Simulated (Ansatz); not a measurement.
The reference is Ir in the fcc (Cu type) structure (space group Fm-3m, No. 225; a = 3.845 Å; relaxed with 0.1 eV smearing). Axes: x, y, z lie along the cube axes.

All numbers come from r2SCAN, PAW, 500 eV (Ansatz, a first-principles code; scalar-relativistic without spin-orbit coupling).

One thing is altered: tensile biaxial strain of 2.00 % in the plane normal to [001], as in epitaxy on a mismatched substrate; the out-of-plane cell vector and the atoms relax.

Task: Predict the new energy relative to the base and out-of-plane strain.

Result: The energy grows by 23 meV/atom; the out-of-plane strain amounts to -1.54 %.

Stability against distortions was not tested. All final runs are without spin polarisation.
